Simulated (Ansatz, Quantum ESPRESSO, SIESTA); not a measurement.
**Code comparison for MgMn2O4 (P1, 7 atoms in the cell)**

Self-consistent single point, at a second geometry (atoms moved at random). First geometry:

```
MgMn2O4
1.0
    3.09290     0.00000     0.00000
   -1.54645     2.67853     0.00000
    0.00000     0.00000    10.13797
Mg Mn O
1 2 4
Cartesian
  0.00000   0.00000   0.00000
  0.00000   0.00000   7.40812
  0.00000   0.00000   2.72985
  1.54645   0.89284   1.25731
  0.00000   1.78569   8.88066
  1.54645   0.89284   6.60266
  0.00000   1.78569   3.53531
```
Moments meant for the start (each program seeds them in its own way; μB, in the order of the atoms Mg Mn Mn O O O O): 0.0 4.0 4.0 0.0 0.0 0.0 0.0.

Second geometry:
```xyz
7
Lattice="3.0929 0.0000 0.0000 -1.5465 2.6785 0.0000 0.0000 0.0000 10.1380" Properties=species:S:1:pos:R:3 pbc="T T T"
Mg    -0.0091     0.0390     0.0149
Mn    -0.0023     0.0120     7.4391
Mn    -0.0058    -0.0534     2.7004
O      1.5141     0.9035     1.1731
O      0.0383     1.7866     8.8994
O      1.5251     0.9228     6.5978
O      0.0325     1.7466     3.5892
```
Moments meant for the start (each program seeds them in its own way; μB, in the order of the atoms Mg Mn Mn O O O O): 0.0 4.0 4.0 0.0 0.0 0.0 0.0.

Shared settings, as Ansatz (an electronic-structure program) writes them: kpoints.mp_grid.grid = 7 7 2; scf.occupations.method = gaussian; scf.occupations.width = 0.2 eV. Potentials and cutoffs stand in the table.

| code | model | ΔF from the first geometry (meV/atom) | pressure (GPa) | largest force (eV/Å) | size of the net moment (μB/atom) | cutoff |
|---|---|---|---|---|---|---|
| Ansatz | LDA (PW92), PAW files made with PBE | 34.0 | -20.82 | 2.427 | 1.14 | default |
| Quantum ESPRESSO | LDA (PZ), GBRV 1.5 ultrasoft (LDA) pseudopotentials | 33.6 | -20.26 | 2.398 | 1.14 | 50 Ry |
| SIESTA | LDA PW92, numerical atomic orbitals DZP, PseudoDojo LDA standard norm-conserving potentials (rewritten from UPF to PSML) | 32.7 | -22.15 | 2.247 | 1.14 | grid 350 Ry |

Size of the force on each atom (eV/Å): Sizes of forces hide their directions.

```json
[
 {"code": "Ansatz", "Mg1": "0.232", "Mn2": "0.947", "Mn3": "1.502", "O4": "0.834", "O5": "0.691", "O6": "1.948", "O7": "2.427"},
 {"code": "Quantum ESPRESSO", "Mg1": "0.237", "Mn2": "0.927", "Mn3": "1.484", "O4": "0.838", "O5": "0.687", "O6": "1.914", "O7": "2.398"},
 {"code": "SIESTA", "Mg1": "0.265", "Mn2": "0.884", "Mn3": "1.446", "O4": "0.896", "O5": "0.713", "O6": "1.740", "O7": "2.247"}
]
```

On Ansatz's run: the magnetic order is the one reached from the typed start; others were not searched systematically.

The spread over the programs that give each value: ΔF from the first geometry within 1.3 meV/atom; pressure within 1.89 GPa; largest force within 0.180 eV/Å; size of the net moment within 0.00 μB/atom.

SIESTA uses small atom-centred bases, whose incompleteness enters pressures, forces and empty levels differently from a plane-wave cutoff. Ansatz's pressure is given at a fixed set of plane waves, as the other plane-wave codes print theirs; with its correction for the finite basis it is -20.22 GPa (the shift of 0.59 GPa shows how far the cutoff is from converged). The same LDA comes in different parametrisations, which differ slightly. In the pressure, SIESTA (by 1.61) lies more than 1 GPa from the median of the plane-wave programs. In the force vectors, SIESTA (by 0.194) lies more than 0.08 eV/Å from the median of the plane-wave programs.

The starting cell comes from a database of computed structures (which also holds hypothetical and non-ambient phases and stackings), without a prior relaxation at this level. Its lattice was rescaled by a random factor within 2.5 % of one. For this run, on top of that: atoms moved at random.

Keys are those of Ansatz 0.2.
